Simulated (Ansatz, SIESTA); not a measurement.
## Code comparison for HfCuSi₂ (P1, 8 atoms in the cell)

Self-consistent single point, at a second geometry (atoms moved at random). First geometry:

```
CELL_PARAMETERS angstrom
      3.66138     0.00000     0.00000
      0.00000     3.66138     0.00000
      0.00000     0.00000     8.96353
ATOMIC_POSITIONS crystal
  Hf 0.00000 0.50000 0.26585
  Hf 0.50000 0.00000 0.73415
  Si 0.50000 0.50000 0.50000
  Si 0.00000 0.00000 0.50000
  Si 0.50000 0.00000 0.17018
  Si 0.00000 0.50000 0.82982
  Cu 0.00000 0.00000 0.00000
  Cu 0.50000 0.50000 0.00000
```

Second geometry:
```
HfCuSi2
1.0
    3.66138     0.00000     0.00000
    0.00000     3.66138     0.00000
    0.00000     0.00000     8.96353
Hf Si Cu
2 4 2
Cartesian
 -0.01357   1.79240   2.33651
  1.80256   0.02963   6.60947
  1.86621   1.79691   4.56911
 -0.01103   0.01405   4.44198
  1.82872  -0.01235   1.50277
 -0.03255   1.83646   7.42969
  0.00407   0.00170  -0.03990
  1.87836   1.86396   0.04096
```

Shared settings, as Ansatz (a program for electronic structure) writes them: kpoints.mp_grid.grid = 8 8 3; scf.occupations.method = fermi_dirac; scf.occupations.width = 0.136 eV. Potentials and cutoffs stand in the table.

```csv
code,model,ΔF from the first geometry (meV/atom),pressure (GPa),largest force (eV/Å),cutoff
Ansatz,"PBEsol, PAW files made with PBE",14.9,-1.36,0.804,420 eV
SIESTA,"GGA PBEsol, numerical atomic orbitals DZP, PseudoDojo PBEsol standard norm-conserving potentials (rewritten from UPF to PSML)",14.8,-1.63,0.799,grid 350 Ry
```

Size of the force on each atom (eV/Å): Sizes of forces hide their directions.

```
code      Hf1    Hf2    Si3    Si4    Si5    Si6    Cu7    Cu8
------  -----  -----  -----  -----  -----  -----  -----  -----
Ansatz  0.738  0.438  0.804  0.343  0.375  0.395  0.233  0.722
SIESTA  0.674  0.413  0.799  0.338  0.588  0.514  0.254  0.758
```

On Ansatz's run: spin-orbit coupling is off. Spin polarisation is off.

The spread over the programs that give each value: ΔF from the first geometry within 0.1 meV/atom; pressure within 0.27 GPa; largest force within 0.005 eV/Å.

SIESTA uses small atom-centred bases, whose incompleteness enters pressures, forces and empty levels differently from a plane-wave cutoff. Ansatz's pressure is given at a fixed set of plane waves, as the other plane-wave codes print theirs; with its correction for the finite basis it is -1.32 GPa.

The starting cell comes from a database of computed structures (which also holds hypothetical and non-ambient phases and stackings), without a prior relaxation at this level. For this run, on top of that: atoms moved at random.

Keys are those of Ansatz 0.2.
